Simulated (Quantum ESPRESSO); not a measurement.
## Energy against c/a at fixed volume: hcp Ti (space group 194) (Quantum ESPRESSO, PBE)

```yaml
crystal:
  lattice:
    - [2.97661, 0.00000, 0.00000]
    - [-1.48830, 2.57782, 0.00000]
    - [0.00000, 0.00000, 4.53332]
  atoms:
    - { symbol: Ti, position: [0.66667, 0.33333, 0.75000] }
    - { symbol: Ti, position: [0.33333, 0.66667, 0.25000] }
```

Method of the run: PBE, GBRV 1.5 ultrasoft (PBE) pseudopotentials (plane waves; Quantum ESPRESSO). Settings: ecutwfc = 65 Ry; ecutrho = 520 Ry; occupations = smearing; smearing = fermi-dirac; degauss = 0.0036749 Ry; potentials = {Ti: ti_pbe_v1.4.uspp.F.UPF}; K_POINTS = automatic 26 26 14 0 0 0; conv_thr = 1e-10 Ry; mixing_beta = 0.4. The cell above is the first row's. The rows change c/a at fixed volume. In all rows fractional positions and the k mesh are held. E is the free energy at the stated smearing, counted from the lowest row.

| c/a | E (meV/atom) |
|---|---|
| 1.5230 | 5.81 |
| 1.5388 | 3.08 |
| 1.5547 | 1.22 |
| 1.5706 | 0.20 |
| 1.5864 | 0.00 |
| 1.6023 | 0.59 |
| 1.6182 | 1.97 |
| 1.6340 | 4.09 |
| 1.6499 | ? |

Fit E against c/a with a cubic, and predict the withheld value at c/a = 1.6499.

With u = c/a - 1.58, the rows have u = -0.05700, -0.04120, -0.02530, -0.00940, 0.00640, 0.02230, 0.03820, 0.05400. Least squares gives E = -0.019 - 7.76·u + 1603.2·u² - 944·u³. Residuals (row less fit): 0.003, -0.008, 0.001, 0.004, 0.003, -0.005, -0.001, 0.002; standard error 0.006 (degrees of freedom: 4). The fitted curve has its minimum at c/a = 1.58, where E = -0.03. To one more digit the minimum is at c/a = 1.582; the ideal close-packed ratio is 1.633. At the withheld row, u = 0.06990, so E = -0.019 - 7.76 × 0.06990 + 1603.2 × 0.06990² - 944 × 0.06990³ = 6.949 meV/atom. The calculation gives 6.92 meV/atom, 0.029 meV/atom below the prediction (0.4 % of the range of E in the table). The row lies outside the fitted rows, so this is an extrapolation. From the scatter of the fitted rows alone, a prediction at this place has a standard error of 0.015 meV/atom, so the miss is 1.9 times that.

Carrying the step between the two nearest rows on in a straight line would have given 6.22, off by 0.70; series whose last step already gives the withheld value aren't shown. The reference cell has the volume at which an earlier scan in this program and functional put its minimum by a fit; axis ratios and inner coordinates come from a measured-size cell. The runs keep the symmetry of the cell, so they don't test it for distortions. The best c/a moves a little with volume. Spin polarisation is off. In metals such curves are sensitive to mesh and smearing. Cutoffs and mesh are single choices, not tested for convergence of this quantity. Series with a scatter that would blur these digits, or in which a gap closes, are not shown. Strain series were run only where this level's volume lies within 10 % of a first guess from the measured size.
